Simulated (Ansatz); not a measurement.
# MgSe in the rock salt structure (space group Fm-3m, No. 225)

MgSe has the cubic space group Fm-3m (No. 225), the rock salt structure, Pearson symbol cF8. Lattice parameters: a = b = c = 5.508 Å, α = β = γ = 90.00°. Se on 4a has 6 Mg at 2.754 Å (octahedral). Mg on 4b is coordinated by 6 Se at 2.754 Å (octahedral). (Neighbours: up to the widest gap in distance over summed covalent radii, below 1.35, at either atom; cation-cation and far metal-metal contacts left out.)
(The calculation used a cell of 2 atoms; values per cell refer to that cell.)

The values are results of DFT with PBE, PAW potentials and a 420 eV plane-wave cutoff in Ansatz (a quantum-chemistry and plane-wave program), without spin-orbit coupling, earlier PAW set, not measurements. k-mesh 10×10×10 (Γ-centred); smearing 0.05 eV (Fermi–Dirac).

| Quantity | Value |
|---|---|
| Volume per atom | 20.89 Å³ |
| Density | 4.10 g/cm³ |
| Band gap | 1.77 eV, indirect, Γ → X |
| Electron mass | 0.48 mₑ along k, 0.24 mₑ across |
| Hole mass (degenerate bands, along [100]) | 0.16, 0.82, 0.82 mₑ |
| Lowest conduction-band minima above the VBM | X along ⟨100⟩ 1.77 eV; Γ 2.40 eV |
| Total energy | -3697.686 eV/atom (σ→0; compares only within this code and set-up) |

Effective masses come from finite differences of ±0.01 Å⁻¹. Along k means along the line from Γ to the band edge. No phonon test of stability was made.
